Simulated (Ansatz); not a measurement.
The starting structures come from a database of crystals and need not be the phases stable at ambient conditions.

Given:

```xyz
4
Lattice="3.8197 0.0000 0.0000 0.0000 10.6176 0.0000 0.0000 5.3088 1.9164" Properties=species:S:1:pos:R:3 pbc="T T T"
Ge     2.8648     1.3899     0.0000
Ge     0.9549     9.2277     0.0000
S      2.8648     3.7744     0.0000
S      0.9549     6.8432     0.0000
```

Space group of this cell: Cmcm. The cell was relaxed by PBE-D3(BJ); by PBEsol its mean pressure is -1.1 GPa.

Transport runs along the normal of the first two printed cell vectors.

The gap is the functional's own, uncorrected, and κ follows it; spin-orbit coupling is left out. Mid-gap values are interpolated between the computed energies.

Task: State the band gap and the smallest decay constant κ at mid-gap according to Ansatz (an electronic-structure program) with PBEsol.

Result: Gap 0.33 eV on a 8×16×16 mesh; κ = 0.066 1/Å, at the zone centre.
